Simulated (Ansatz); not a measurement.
Input:

End structure of the (11-22) surface of hcp Re in its 1x1 cell, outermost plane spacing 1.18 Å in the ideal cut:

```
CELL_PARAMETERS angstrom
      4.80769     0.00000     0.00000
      0.00000     5.27108     0.00000
      0.00000     0.00000    27.00000
ATOMIC_POSITIONS crystal
  Re 0.83441 0.92808 0.31014
  Re 0.66559 0.42808 0.31014
  Re 0.31020 0.09276 0.34517
  Re 0.18980 0.59276 0.34517
  Re 0.82849 0.24192 0.39089
  Re 0.67151 0.74192 0.39089
  Re 0.32993 0.37058 0.43394
  Re 0.17007 0.87058 0.43394
  Re 0.83217 0.50395 0.47893
  Re 0.66783 0.00395 0.47893
  Re 0.33217 0.65987 0.52107
  Re 0.16783 0.15987 0.52107
  Re 0.82993 0.79323 0.56606
  Re 0.67007 0.29323 0.56606
  Re 0.32849 0.92189 0.60911
  Re 0.17151 0.42189 0.60911
  Re 0.81020 0.07105 0.65483
  Re 0.68980 0.57105 0.65483
  Re 0.33441 0.23573 0.68986
  Re 0.16559 0.73573 0.68986
```

Model: 20-atom slab, 10.6 Å thick at the start, 8x7x1 mesh, Fermi-Dirac 0.1 eV, dipole correction, all atoms relaxed; start symmetry kept, larger cells not searched; no spin, no spin-orbit, no U.

### Question
Give the surface energy (mean of both faces) at the level PBE (Ansatz, a program for electronic structure).

### Answer
3.48 J/m²

### Question
Estimate the work function of the top face that PBE returns for this input.

### Answer
4.53 eV
